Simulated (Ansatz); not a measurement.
Start from GaS in the beta-GaS type structure (space group P6_3/mmc, No. 194; a = 3.534 Å, c = 15.041 Å; layered, stacked along the Cartesian z axis). Axes: x lies along a and z along c of the hexagonal cell.

Calculations: Kohn–Sham DFT with the PBEsol-D3(BJ) functional, run in Ansatz (a program for electronic structure) with PAW and 420 eV plane waves, spin-orbit coupling left out, earlier PAW set.

Before the change:

Valley order: M (1/2, 0, 0) 1.29 eV; K (1/3, 1/3, 0) 1.36 eV; Γ 1.73 eV
Pressure: 0.00 GPa
Valence-band top at Γ: 0.00, -1.45, -1.45 eV

One thing is altered: uniaxial strain ε_zz = +5.02 %, all other strain components held at zero; the atoms relax in the strained cell.

Predict the new valley order.

The valley order (the lowest conduction-band minima on the path, energy above the VBM, named in the base's zone) becomes M (1/2, 0, 0) 1.68 eV; K (1/3, 1/3, 0) 1.79 eV; Γ 2.02 eV (base: M (1/2, 0, 0) 1.29 eV; K (1/3, 1/3, 0) 1.36 eV; Γ 1.73 eV).

Estimate the effect on the pressure.

The pressure (mean of the normal stresses, compression positive) goes from zero to -0.81 GPa.

What does the calculation give for the largest internal atomic displacement after the change?

The largest internal atomic displacement is 0.098 Å.

What does the calculation give for the energy relative to the base after the change?

The energy rises by 6.3 meV/atom.

Estimate the effect on the valence-band top at Γ.

The valence-band top at Γ (three highest levels, from the VBM) goes from 0.00, -1.45, -1.45 eV to 0.00, -1.15, -1.15 eV.

The levels and masses belong to the bands next to the band gap. Whether these cells are dynamically stable was not tested.
